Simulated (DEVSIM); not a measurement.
System: Schottky contact on n-type GaN, at 350 K.

Layer 1 from the left is GaN, thickness (μm) 0.850, Nd (cm⁻³) 5.4e15, τn (s) 3.7e-8, τp (s) 3.7e-8.

Left contact: Schottky, work function 5.18 eV, emission velocity 7.7e6 cm/s. Right contact: ohmic. Voltage is applied to the left contact. Recombination: SRH at mid-gap, radiative, Auger. Mobility is μmin + (μ − μmin)/(1 + (N/Nref)^α).

The device is made up for the run: typed textbook-type constants, with dimensions and the other settings drawn at random. Values at 300 K; Nc and Nv go as T^1.5, mobilities as T to minus their exponent, the gap by Varshni's rule with the affinity fixed.

GaN: gap (eV) 3.43, affinity (eV) 4.1, permittivity 9.5, Nc (cm⁻³) 2.3e18, Nv (cm⁻³) 4.6e19, μn (cm²/Vs) 1200, μp (cm²/Vs) 100, μn,min 55, μp,min 3, Nref,n 2e17, Nref,p 3e17, αn 1, αp 2, T exponent of μn 1.5, T exponent of μp 2, B (cm³/s) 1e-11, Cn (cm⁶/s) 1e-30, Cp (cm⁶/s) 1e-30, Varshni α (eV/K) 0.00091, Varshni β (K) 830.

Model (solved in DEVSIM): 1D drift-diffusion, Boltzmann statistics, complete ionisation; no tunnelling, impact ionisation, image-force lowering or self-heating. Metal contacts follow the ideal Schottky-Mott rule: no Fermi-level pinning, no interface dipoles.

Dark forward current:

```csv
|V| (V),|J| (A/cm²)
0.05,3.535e-9
0.10,2.196e-8
0.15,1.180e-7
0.20,6.184e-7
0.25,3.223e-6
0.30,1.677e-5
0.35,8.709e-5
0.40,0.0004516
0.45,0.002337
0.50,0.01206
0.55,0.06196
0.60,0.3162
0.65,1.593
0.70,7.766
0.75,34.53
0.80,122.5
0.85,311.1
0.90,592.0
0.95,934.9
1.00,1316
1.05,1723
1.10,2146
```

Work out the local ideality factor n = ΔV / (kT/q · ln(J2/J1)) between the rows 0.15 and 0.20 V, 1.05 and 1.10 V.

kT/q = 30.16 mV. From 0.15 to 0.20 V: ln(6.184e-7/1.180e-7) = 1.656, n = 1.00, near the 1 of diffusion or emission over a barrier. From 1.05 to 1.10 V: ln(2146/1723) = 0.220, n = 7.55; the layers' resistance at their doping, Σ W/(qμN) = 0.00011 Ω cm², would take 45 mV of this step of 50 mV.

Estimate the current at 0.40 V for emission alone, J0 = q v N_band exp(−φB/kT), and read the barrier back from the simulated current.

φB = 1.080 eV, N_band = 2.90e18 cm⁻³, J0 = 1.00e-9 A/cm²; J = J0 (exp(qV/kT) − 1) = 0.000578 A/cm². The simulation gives 0.000452 A/cm²; the estimate lies 28 % above. Read backwards, the simulated current gives an apparent barrier of 1.087 eV. The estimate leaves out transport through the depletion region and minority injection.
